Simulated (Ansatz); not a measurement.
The boundary is one mirror-built cell; no search for the lowest one was made.

System: Σ11 (113) symmetric tilt boundary in fcc Cu, with one N atom a cell (10.9 Å²) in the boundary; relaxed on a coarser mesh with the in-plane cell held.

```xyz
37
Lattice="2.5666 0.0000 0.0000 1.2833 4.2562 0.0000 0.0000 0.0000 40.0836" Properties=species:S:1:pos:R:3 pbc="T T T"
Cu     0.0000    -0.0252     0.9640
Cu     1.2833     1.9216     2.1769
Cu     2.5666     3.8651     3.2013
Cu     2.5666     1.5389     4.3386
Cu     1.2833     3.4766     5.4052
Cu     1.2833     1.1446     6.5090
Cu     2.5666     3.0793     7.6017
Cu     2.5666     0.7577     8.6944
Cu     1.2833     2.6923     9.7870
Cu     1.2833     0.3708    10.8797
Cu     2.5666     2.3054    11.9724
Cu     1.2833     4.2400    13.0651
Cu     1.2833     1.9185    14.1578
Cu     2.5666     3.8531    15.2505
Cu     2.5666     1.5300    16.3457
Cu     1.2833     3.4629    17.4454
Cu     1.2833     1.1344    18.5245
Cu     2.5666     3.1350    19.6263
Cu     2.5666     0.7487    21.0007
Cu     2.5666     3.1513    22.3882
Cu     1.2833     1.1549    23.4791
Cu     1.2833     3.4882    24.5635
Cu     2.5666     1.5543    25.6590
Cu     2.5666     3.8708    26.7567
Cu     1.2833     1.9362    27.8497
Cu     1.2833     4.2577    28.9427
Cu     2.5666     2.3231    30.0357
Cu     1.2833     0.3885    31.1287
Cu     1.2833     2.7100    32.2217
Cu     2.5666     0.7754    33.3148
Cu     2.5666     3.0970    34.4078
Cu     1.2833     1.1624    35.5008
Cu     1.2833     3.4849    36.6053
Cu     2.5666     1.5454    37.6721
Cu     2.5666     3.8694    38.8099
Cu     1.2833     1.9243    39.8345
N      1.2833     2.3119    21.0143
```

Contact (Sharvin) terms of both leads are taken out of the resistance.

Values are means of three energies within 0.05 eV of the Fermi level, on a potential converged at a Fermi-Dirac width of 0.05 eV. Resistances leave out the leads' Sharvin resistance. Spin-orbit coupling is left out.

Problem. Estimate the specific resistance of the junction and the share of channels that pass that PBE (Ansatz, an electronic-structure program) returns for this system.

Solution. AR = 1.0 × 10⁻¹⁵ Ω m²; 47 % of the channels of the narrower lead pass.
